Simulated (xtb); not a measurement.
xtb 6.7.1, GFN2-xTB: Zn(OH)(OMe)(dme) (C[O][Zn]1([OH])<-[O](C)CC[O]->1C), 24 atoms. The geometry is a generated start, not checked to be a minimum at this level.

| Property | Result |
|---|---|
| method | GFN2-xTB |
| --acc | 1 (default) |
| --etemp (K) | 300 (default) |
| detailed input (--input) | none: ANC optimiser, Lindh (1995) Hessian, microcycle=20, maxdispl=1.0, hlow=0.01 (default) |
| basis functions | 54 |
| valence electrons | 60 |

```xyz
24

Zn     0.7010    -0.8235    -0.8870
O      2.3323    -0.1632    -0.7598
H      2.9397    -0.4196    -1.4529
O     -0.2933    -1.8383    -1.9273
C     -1.6497    -2.0509    -1.6893
H     -2.2347    -1.1202    -1.7390
H     -2.0159    -2.7270    -2.4718
H     -1.8390    -2.5218    -0.7138
C      0.1168     2.2103    -1.4053
O     -0.3997     1.1574    -0.6156
C     -0.3273     1.4239     0.7693
C     -0.7982     0.1689     1.4998
O      0.0541    -0.9350     1.2909
C      1.1881    -0.9672     2.1450
H     -0.0325     1.9230    -2.4432
H      1.1835     2.3505    -1.2182
H     -0.4214     3.1396    -1.1947
H     -0.9819     2.2714     1.0209
H      0.7050     1.6681     1.0529
H     -1.7685    -0.1254     1.0903
H     -0.8962     0.3729     2.5733
H      1.9154    -0.1971     1.8855
H      1.6476    -1.9422     2.0019
H      0.8749    -0.8548     3.1879
```

Charge 0 and multiplicity 1 are set for this test and not shown to be the ground state.

The structure is relaxed from this start with --opt LEVEL for the levels crude, sloppy, loose, lax, normal, tight, vtight, extreme, once each. Up to the end of the extreme run atoms move by at most 0.17 Å along an axis.

### Question
Which level is enough to come within 1 meV of the tightest end point?

### Answer
lax: 5 cycles against 22, ending 0.77 meV above.

```tsv
level	cycles	energy above the extreme run (meV)	gradient norm (eV/Å)
crude	1	5.7	0.19
sloppy	1	5.7	0.19
loose	1	5.7	0.19
lax	5	0.77	0.046
normal	7	0.37	0.040
tight	14	0.039	0.012
vtight	19	under 0.01	0.0056
extreme	22	—	0.00098
```
